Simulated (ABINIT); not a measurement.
**Converging the k-point mesh: Rb (Im-3m, 1 atom in the cell)**

```xyz
1
Lattice="-2.8335 2.8335 2.8335 2.8335 -2.8335 2.8335 2.8335 2.8335 -2.8335" Properties=species:S:1:pos:R:3 pbc="T T T"
Rb     0.0000     0.0000     0.0000
```

Method of the run: LDA (PW92), PAW (JTH v2.0 LDA PAW) (plane waves; ABINIT).

Base settings: pseudos = [Rb.LDA_PW-JTH.xml]; ecut = 20 Ha; pawecutdg = 40 Ha; ixc = 7; occopt = 3; tsmear = 0.00367493 Ha; ngkpt = 5 5 5; nshiftk = 1; shiftk = 0 0 0; potentials = JTH v2.0 LDA PAW.

The second cell is the first with its lattice scaled by 0.98.

Only quantities that move along the ladder and can be compared are tabulated.

These are the values that this program gave, and no reference: the one-centre exchange-correlation terms come from a truncated expansion.

The count of work is k-points × plane waves × bands × iterations; it is no time. 

The starting cell has typed, rounded lattice constants, without a prior relaxation at this level. Its lattice was rescaled by up to half a per cent.

Steps (ngkpt): 2 2 2; 3 3 3; 4 4 4; 5 5 5; 6 6 6; 7 7 7; 9 9 9; 10 10 10; 11 11 11; 12 12 12; 13 13 13; 15 15 15; 16 16 16; 18 18 18; 20 20 20; 22 22 22; 24 24 24; 27 27 27.

Q: What is the coarsest ngkpt that holds the free energy within 5 meV/atom of the last step, with all finer ones?

A: 7 7 7, at 0.033 of the last step's count of work; the step before is off by 6.2 meV/atom.

Q: What is the coarsest ngkpt that holds the pressure within 0.05 GPa of the last step, with all finer ones?

A: 5 5 5, at 0.018 of the last step's count of work; the step before is off by 0.07 GPa.

Q: What is the coarsest ngkpt that holds the energy of the compressed cell less the first within 1 meV/atom of the last step, with all finer ones?

A: 5 5 5, at 0.018 of the last step's count of work; the step before is off by 2.5 meV/atom.

```csv
ngkpt,free energy less the last step's (meV/atom),energy of the compressed cell less the first (meV/atom),pressure (GPa),count of work / last
2 2 2,314.04,-17.48,-0.53,0.0023
3 3 3,-81.50,-15.22,-0.52,0.0066
4 4 4,36.23,-8.95,-0.34,0.014
5 5 5,-6.68,-12.03,-0.43,0.018
6 6 6,6.21,-10.95,-0.40,0.027
7 7 7,-2.01,-11.67,-0.42,0.033
9 9 9,-1.20,-11.61,-0.42,0.058
10 10 10,0.81,-11.37,-0.41,0.084
11 11 11,-0.43,-11.56,-0.41,0.086
12 12 12,0.20,-11.43,-0.41,0.12
13 13 13,-0.05,-11.51,-0.41,0.15
15 15 15,0.03,-11.49,-0.41,0.21
16 16 16,-0.02,-11.48,-0.41,0.24
18 18 18,-0.01,-11.48,-0.41,0.30
20 20 20,-0.01,-11.48,-0.41,0.46
22 22 22,-0.01,-11.48,-0.41,0.54
24 24 24,0.00,-11.48,-0.41,0.74
27 27 27,0.00,-11.48,-0.41,1.0
```

The energy difference between the two cells stays within 1 meV/atom of the last step's from 5 5 5 on, the total only from 10 10 10 on: much of the error is common to both cells and cancels.
